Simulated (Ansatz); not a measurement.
The starting structures come from a database of crystals and need not be the phases stable at ambient conditions.

By PBEsol, the system below comes out a metal.

Data:

```yaml
crystal:
  lattice:
    - [3.70263, 0.00000, 0.00000]
    - [1.02042, 3.55924, 0.00000]
    - [0.00000, 0.00000, 3.44770]
  atoms:
    - { symbol: Lu, position: [0.00177, 0.00177, 0.00000] }
    - { symbol: Ni, position: [0.61109, 0.61109, 0.50000] }
    - { symbol: C, position: [0.14693, 0.45521, 0.50000] }
    - { symbol: C, position: [0.45521, 0.14693, 0.50000] }
```

Space group of this cell: Amm2. The cell is taken as given; by PBEsol its mean pressure is -2.4 GPa.

The current flows along the normal of the first two printed cell vectors. No spin-orbit coupling; the value is a mean over 0.1 eV about the Fermi level.

Problem. Compute, with Ansatz (a program for electronic structure) with PBEsol, the ballistic conductance per area.

Solution. 0.59 × 10¹⁵ S/m² for both spins.
